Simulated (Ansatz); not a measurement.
Band-edge transport in monolayers: monolayer PtSe2 under several functionals (Ansatz, a quantum-chemistry and plane-wave program, without spin-orbit coupling). The PBE cell:

```cif
data_PtSe2
_chemical_formula_sum 'Pt1 Se2'
_space_group_name_H-M_alt 'P 1'
_space_group_IT_number 1
_cell_length_a 3.74798
_cell_length_b 3.74798
_cell_length_c 18.98202
_cell_angle_alpha 90.000
_cell_angle_beta 90.000
_cell_angle_gamma 120.000
loop_
_space_group_symop_operation_xyz
  'x, y, z'
loop_
_atom_site_label
_atom_site_type_symbol
_atom_site_fract_x
_atom_site_fract_y
_atom_site_fract_z
_atom_site_occupancy
Pt1 Pt 0.00000 0.00000 0.50000 1
Se1 Se 0.33333 0.66667 0.56891 1
Se2 Se 0.66667 0.33333 0.43109 1
```

| Functional | cell relaxed with | band gap | electron conductivity mass | hole conductivity mass |
|---|---|---|---|---|
| PBE | PBE | 1.38 eV | 0.33 mₑ | 1.69 mₑ |
| r2SCAN | r2SCAN | 1.59 eV | 0.33 mₑ | 2.8 mₑ |
| HSE06 | PBE | 1.94 eV | 0.31 mₑ | 1.64 mₑ |

For the band gap, PBE gives 1.38 eV and HSE06 1.94 eV: PBE lies 29 % below.

Masses are for dilute carriers at 300 K, harmonic means over directions unless an axis is named. Spin-orbit coupling is left out; without it hole values are far off for these elements.

Model free-standing layer, not matched to a measured one here: monolayer PtSe2.
